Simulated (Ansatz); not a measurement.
Ansatz (a quantum-chemistry and plane-wave program) run on Zr (P6_3/mmc, 4 atoms in the cell): self-consistent single point.

Method of the run: PBE with spin-orbit coupling (plane waves, PAW; Ansatz).

```
Zr
1.0
    3.22393     0.00000     0.00000
   -1.61197     2.79201     0.00000
    0.00000     0.00000    10.37302
Zr
4
Cartesian
  0.00000   0.00000   0.00000
  0.00000   0.00000   5.18651
  0.00000   1.86134   2.59325
  1.61197   0.93067   7.77976
```

Reference input (self-consistent single point, DFT, PBE, plane waves, default PAW files): basis.ecutwfc = 420 eV; kpoints.mp_grid.grid = 11 11 3; hamiltonian.xc = pbe; hamiltonian.pseudopotentials = {kind: paw} (the program's default PAW files); scf.occupations.method = gaussian; scf.occupations.width = 0.1 eV. This run's input differs from it in these lines:

Ansatz 0.2 input:
```diff
@@ -19,2 +19,5 @@
     kind: paw
+magnetization:
+  noncollinear: true
+  spin_orbit: true
 scf:
```

Output, abridged:

```
SCF iter   1: F=—  HF=-16738.928457 eV  |F-HF|=—  |Δ(HF+E_count)|=         —  Δρ=2.80e-2  dr2=9.66e-1  dr2_m=0.00e0 (ungated)  ethr=3.10e-3  |M|=0.00e0 ∫|m|=0.00e0 μB  |m|>n=0.0e0 m-floor=0.0e0 τ_xc=0.0e0  β_m=0.30  ⟨swp⟩=5.2  Hψ=4102  notcnv=0
all-band conjugate gradients solve this SCF's bands
preconditioner: auto → Kerker (q_TF=auto, 2.442 Å⁻¹)
spin=Noncollinear: Kerker preconditioning applied to the charge; magnetization (m_x, m_y, m_z) channels mix plain (no charge-response kernel on spin).
   [... lines left out ...]
SCF iter   7: F=—  HF=-16738.588147 eV  |F-HF|=—  |Δ(HF+E_count)|=   4.22e-5  Δρ=1.81e-5  dr2=2.83e-7  dr2_m=0.00e0 (ungated)  ethr=4.26e-8  |M|=0.00e0 ∫|m|=0.00e0 μB  |m|>n=0.0e0 m-floor=0.0e0 τ_xc=0.0e0  β_m=0.97  ⟨swp⟩=2.2  Hψ=1295  notcnv=0  defer=72
SCF iter   8: F=-16738.588147 eV  HF=-16738.588147 eV  |F-HF|=1.23e-9  |Δ(HF+E_count)|=   6.86e-9  Δρ=2.14e-6  dr2=4.81e-9  dr2_m=0.00e0 (ungated)  ethr=2.08e-10  |M|=0.00e0 ∫|m|=0.00e0 μB  |m|>n=0.0e0 m-floor=0.0e0 τ_xc=0.0e0  ⟨swp⟩=7.8  Hψ=3167  notcnv=0
SCF 1 converged in 8 iterations: F = -16738.588147 eV  dr2 = 4.81e-9
Magnetization: |M| = 0.0000 μB,  M = (+0.0000, +0.0000, +0.0000) μB
Absolute magnetization: 0.0000 μB (∫|m|)
  site 0: m = (+0.0000, +0.0000, +0.0000) μB, |m| = 0.0000 μB  (R = 1.32 Å)
  site 1: m = (+0.0000, +0.0000, +0.0000) μB, |m| = 0.0000 μB  (R = 1.32 Å)
  site 2: m = (+0.0000, +0.0000, +0.0000) μB, |m| = 0.0000 μB  (R = 1.32 Å)
  site 3: m = (+0.0000, +0.0000, +0.0000) μB, |m| = 0.0000 μB  (R = 1.32 Å)
Free energy (F): -16738.588147 eV
Internal energy: -16738.551042 eV  (E = F + TS)
E sigma→0 (E₀):  -16738.569595 eV
Entropy (-TS):   -0.037105 eV (-9.276 meV/atom)
Fermi energy:    13.894971 eV
--- Forces (eV/Å), atoms counted from 1 ---
  atom   1  Zr     0.00000000    -0.00000000    -0.00000000
   [... zero for the other atoms too ...]
--- Stress (GPa, compression-positive) ---
        0.125924       0.000000       0.000000
        0.000000       0.125924       0.000000
        0.000000       0.000000       0.520577
  P = ⅓ Tr σ = 0.2575 GPa (2.575 kbar)
  The stress holds the Pulay correction. Without it, at fixed plane waves, as pw.x and ABINIT print it: P = 0.2397 GPa
```

The run converged in 8 iterations. Against the reference run the pressure hardly changes (0.25 to 0.26 GPa).

The starting cell was generated: these elements placed on a structure prototype, without a prior relaxation; it need not be a known phase or ordering of this composition. Its lattice was rescaled by a random factor within 2.5 % of one. Ansatz's pressure includes its estimate of the finite-basis (Pulay) stress.
